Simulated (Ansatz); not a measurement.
Start from CoSn (space group P6/mmm, No. 191; a = 5.242 Å, c = 4.188 Å; non-magnetic). Axes: x lies along a and z along c of the hexagonal cell.

All numbers come from r2SCAN (Ansatz, an electronic-structure program; PAW; 500 eV plane waves; without spin-orbit coupling).

Strains are applied to the cell and any free atomic positions relax; under biaxial strain the out-of-plane vector relaxes too.

One change was made to it. Results:

```tsv
quantity	base	after
pressure (mean of the normal stresses, compression positive)	0.0 GPa	-1.6 GPa
shortest interatomic distance	4.882 bohr	4.883 bohr
```

Task: What was done to the base?
A) biaxial strain +0.76 %, plane normal [001], relaxed out of plane
B) biaxial strain −0.84 %, plane normal [001], relaxed out of plane
C) biaxial strain −0.78 %, plane normal [001], relaxed out of plane
D) biaxial strain +2.19 %, plane normal [001], relaxed out of plane
E) biaxial strain −4.11 %, plane normal [001], relaxed out of plane

Result: A, biaxial strain +0.76 %, plane normal [001], relaxed out of plane. For comparison, the pressure in the other runs: biaxial strain −0.84 %, plane normal [001], relaxed out of plane gives 1.9 GPa; biaxial strain −4.11 %, plane normal [001], relaxed out of plane gives 11.0 GPa; biaxial strain +2.19 %, plane normal [001], relaxed out of plane gives -4.2 GPa; biaxial strain −0.78 %, plane normal [001], relaxed out of plane gives 1.8 GPa.

Without a gap, meshes like the base's 10×10×11 leave anisotropic stresses uncertain by several tenths of a GPa, and small strain energies with them. Whether these cells are dynamically stable was not tested. Seeded moments were not kept for the base. All final runs are without spin polarisation.
